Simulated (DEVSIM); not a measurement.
Structure: abrupt InP n-p junction, at 300 K.

Layer 1 from the left is InP, thickness (μm) 18.0, Nd (cm⁻³) 3.3e16, τn (s) 5.2e-10, τp (s) 5.2e-10. Layer 2 from the left is InP, thickness (μm) 2.30, Na (cm⁻³) 8.2e15, τn (s) 5.2e-10, τp (s) 5.2e-10.

Left contact: ohmic. Right contact: ohmic. Voltage is applied to the left contact. Recombination: SRH at mid-gap, radiative, Auger. Mobility is constant in doping.

The device is made up for the run: typed textbook-type constants, with dimensions and the other settings drawn at random. Values at 300 K.

InP: gap (eV) 1.344, affinity (eV) 4.38, permittivity 12.5, Nc (cm⁻³) 5.7e17, Nv (cm⁻³) 1.1e19, μn (cm²/Vs) 5200, μp (cm²/Vs) 170, B (cm³/s) 1.2e-10, Cn (cm⁶/s) 9e-31, Cp (cm⁶/s) 9e-31.

Simulated with DEVSIM: 1D drift-diffusion, Boltzmann statistics, complete ionisation; no tunnelling, impact ionisation, image-force lowering or self-heating.

**Question.** What does the simulation give for the dark forward voltage at 1 A/cm², the potential step across the device at zero bias?

**Answer.** dark forward voltage at 1 A/cm² 0.862 V; potential step across the device at zero bias 1.084 V.
